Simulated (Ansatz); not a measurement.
PbZrO₃ (Pm-3m, No. 221, 5 atoms in the cell; start mp-1068577; cubic high-temperature phase) was calculated with HSE06 (Ansatz, a first-principles code, plane waves, PAW).

Input file:

Ansatz 0.2 input:
```yaml
crystal:
  lattice:
    - [4.1595294598, 0.0, 0.0]
    - [0.0, 4.1595294598, 0.0]
    - [0.0, 0.0, 4.1595294598]
  atoms:
    - { symbol: Zr, position: [0.0, 0.0, 0.0] }
    - { symbol: Pb, position: [0.5, 0.5, 0.5] }
    - { symbol: O, position: [0.5, 0.0, 0.0] }
    - { symbol: O, position: [0.0, 0.5, 0.0] }
    - { symbol: O, position: [0.0, 0.0, 0.5] }
kpoints:
  mp_grid: { grid: [6, 6, 6] }
hamiltonian:
  xc: hse06
  pseudopotentials: { kind: paw }
  dispersion: none
scf:
  occupations: { method: gaussian, width: 0.02 }
output:
  forces: true
  stress: true
  eigenvalues: true
basis:
  ecutwfc: 500
  ecutrho_ratio: 4
  xc_grid: 2
magnetization:
  spin_polarized: false
```

Output (set-up and result lines):

```
WARN output.stress: scf.convergence.dr2_threshold = 1e-7 eV (the SCF's general default) is looser than the 5e-10 eV advised for a printed stress (1e-10 eV for …
WARN output.stress: scf.exx.energy_threshold = 1e-6 eV is looser than the 5e-8 eV advised for a stress under a hybrid functional (1e-8 eV for each atom of the …
Crystal: 5 atoms, lattice volume = 71.967 Å³
Basis set: ecut = 500 eV, 1839 PW (Γ), exchange–correlation on 64×64×64 points (8 copies of the dense FFT grid, shifted against one another)
Bands: 27, of which v1, the nominal top of the filled ones, is band 22 counted from 1 (21 counted from 0)
Symmetry: 48 space group operations
Space group: Pm-3m (ITA 221), of the structure as read, at distance tolerance 4.2e-5 Å
k-points: 20 of 216
SCF iter   1: F=—  HF=-17797.261956 eV  |F-HF|=—  |Δ(HF+E_count)|=         —  Δρ=1.84e-3  dr2=1.95e-3
SCF iter   2: F=-17797.262492 eV  HF=-17797.262560 eV  |F-HF|=6.81e-5  |Δ(HF+E_count)|=   6.04e-4  Δρ=7.78e-4  dr2=2.70e-4
Crystal: 5 atoms, lattice volume = 71.967 Å³
Initial density: handed on by an earlier stage of this run
  ...
Crystal: 5 atoms, lattice volume = 71.967 Å³
SCF iter   3: F=—  HF=-17802.513661 eV  |F-HF|=—  |Δ(HF+E_count)|=   1.26e-6  Δρ=2.72e-5  dr2=4.85e-7
SCF iter   4: F=-17802.513661 eV  HF=-17802.513661 eV  |F-HF|=1.27e-10  |Δ(HF+E_count)|=   1.29e-7  Δρ=4.24e-6  dr2=4.80e-9
SCF 3 converged in 4 iterations: F = -17802.513661 eV  dr2 = 4.80e-9
Free energy (F): -17802.513661 eV
Internal energy: -17802.513661 eV  (E = F + TS)
E sigma→0 (E₀):  -17802.513661 eV
Fermi energy:    10.506353 eV
--- Forces (eV/Å), atoms counted from 1 ---
  atom   1  Zr    -0.00000000     0.00000000    -0.00000000
  atom   2  Pb     0.00000000    -0.00000000     0.00000000
  atom   3  O      0.00000000    -0.00000000     0.00000000
  atom   4  O      0.00000000    -0.00000000     0.00000000
  atom   5  O      0.00000000     0.00000000    -0.00000000
--- Stress (GPa, compression-positive) ---
       -1.302828      -0.000000       0.000000
       -0.000000      -1.302828       0.000000
        0.000000       0.000000      -1.302828
  P = ⅓ Tr σ = -1.3028 GPa (-13.028 kbar)
```

The PAW data were made under PBE.

Note: held by symmetry at 0 K, a high-temperature phase can be a saddle point. Note: cell and atoms aren't relaxed at this level (pressure -1.3 GPa).

Cost on a shared machine: very roughly 3 core-minutes.

A start named mp-… is a Materials Project structure, which need not be a measured phase.
